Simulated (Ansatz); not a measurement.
Start from MoSi2 (space group I4/mmm, No. 139; relaxed with 0.1 eV smearing).

```yaml
crystal:
  lattice:
    - [-1.59504, 1.59504, 3.91100]
    - [1.59504, -1.59504, 3.91100]
    - [1.59504, 1.59504, -3.91100]
  atoms:
    - { symbol: Si, position: [0.66495, 0.66495, 0.00000] }
    - { symbol: Si, position: [0.33505, 0.33505, 0.00000] }
    - { symbol: Mo, position: [0.00000, 0.00000, 0.00000] }
```

Cartesian axes are those of the cell as printed.

Calculations: DFT with PBEsol, PAW potentials and a 420 eV plane-wave cutoff in Ansatz (a program for electronic structure), scalar-relativistic without spin-orbit coupling.

One thing is altered: compressive biaxial strain of 3.00 % in the plane normal to [001], as in epitaxy on a mismatched substrate; the out-of-plane cell vector and the atoms relax.

**Question.** What happens to the out-of-plane strain?

**Answer.** The out-of-plane strain comes out as +1.31 %.

**Question.** Predict the new energy relative to the base.

**Answer.** The energy grows by 40 meV/atom.

No phonon test of stability was made. All final runs are without spin polarisation.
